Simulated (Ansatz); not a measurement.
Base system: TiC in the rock salt structure (space group Fm-3m, No. 225; a = 4.2933 Å).

Method: PBEsol (Ansatz, an electronic-structure program), without spin-orbit coupling.

Base values:

```
Item          Value
-------  ----------
Density  5.03 g/cm³
```

Now apply this change: a hydrostatic pressure of 9 GPa.

Question: What does the calculation give for the density after the change?

Answer: The density rises by 0.16 g/cm³, from 5.03 g/cm³ to 5.19 g/cm³.

Load acts through the strain it causes; cell and atoms are relaxed under it. Whether these cells are dynamically stable was not tested. Competing high-pressure phases were not computed. All final runs are without spin polarisation.
